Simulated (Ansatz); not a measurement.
Results of r²SCAN+SOC in Ansatz (PAW) for HfGeO3 (model structure, started from the PbTiO3 type, P4mm, No. 99, 5 atoms in the cell).

Numerical settings: plane-wave cutoff 560 eV, 8×8×8 k mesh, Fermi–Dirac smearing 0.01 eV, PAW data made under PBE.

Cell (relaxed with PBEsol):

```cif
data_GeHfO3
_chemical_formula_sum 'Hf1 Ge1 O3'
_space_group_name_H-M_alt 'P4mm'
_space_group_IT_number 99
_space_group_name_Hall 'P 4 -2'
_cell_length_a 3.99594
_cell_length_b 3.99594
_cell_length_c 4.24590
_cell_angle_alpha 90.000
_cell_angle_beta 90.000
_cell_angle_gamma 90.000
loop_
_atom_site_label
_atom_site_type_symbol
_atom_site_symmetry_multiplicity
_atom_site_Wyckoff_symbol
_atom_site_fract_x
_atom_site_fract_y
_atom_site_fract_z
_atom_site_occupancy
Hf1 Hf 1 b 0.50000 0.50000 0.56912 1
Ge1 Ge 1 a 0.00000 0.00000 0.18998 1
O1 O 2 c 0.00000 0.50000 0.45526 1
O2 O 1 b 0.50000 0.50000 0.02058 1
```

Problem. Give the computed band gap, smallest direct gap on the k points sampled and Γ–Γ gap.

Solution. 
* **band gap**: 1.65 eV (indirect)
* **smallest direct gap on the k points sampled**: 2.57 eV
* **Γ–Γ gap**: 4.03 eV

Note: the relaxation could raise the start's symmetry but not lower it, so the cell can be a saddle point; cell and atoms aren't relaxed at this level (largest force component 0.15 eV/Å, pressure 1.0 GPa).

Computed values are for the static lattice.

Computing time: about 4 core-minutes (a rough figure).

A model structure was made by putting elements into a prototype or built by hand; it is no filed structure, need not be a known phase, and can be a saddle point held by its symmetry.

Ansatz is a quantum-chemistry and plane-wave program.
